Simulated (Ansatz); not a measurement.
# GaP: response to strain

Consider GaP in the zinc blende structure (space group F-43m, No. 216; a = 5.451 Å).

Strains are applied to the cell and any free atomic positions relax.

Method: DFT with r2SCAN, PAW potentials and a 500 eV plane-wave cutoff in Ansatz (a quantum-chemistry and plane-wave program), no SOC.

Notes on the quantities. hole mass: degenerate bands, along [100].

```csv
variant,electron mass,band gap,hole mass,width of the top valence band
base,"1.1 mₑ along k, 0.23 mₑ across (off the special points)",1.85 eV,"0.13, 0.37, 0.37 mₑ (at Γ)",3.54 eV
isotropic strain +0.50 %,"1.0 mₑ along k, 0.23 mₑ across (off the special points)",1.87 eV,"0.12, 0.37, 0.37 mₑ (at Γ)",3.47 eV
isotropic strain +1.00 %,"1.0 mₑ along k, 0.23 mₑ across (off the special points)",1.89 eV,"0.12, 0.38, 0.38 mₑ (at Γ)",3.40 eV
isotropic strain +1.50 %,"1.7 mₑ along k, 0.14 mₑ across (at L)",1.89 eV,"0.11, 0.39, 0.39 mₑ (at Γ)",3.33 eV
isotropic strain +2.00 %,0.11 mₑ (at Γ),1.84 eV,"0.10, 0.40, 0.40 mₑ (at Γ)",3.26 eV
isotropic strain +2.50 %,0.10 mₑ (at Γ),1.72 eV,"0.099, 0.40, 0.40 mₑ (at Γ)",3.19 eV
isotropic strain +3.00 %,0.096 mₑ (at Γ),1.59 eV,"0.093, 0.41, 0.41 mₑ (at Γ)",3.13 eV
```

Masses are band curvatures over ±0.01 Å⁻¹ around the edge. Along k means along the line from Γ to the band edge. No phonon test of stability was made.
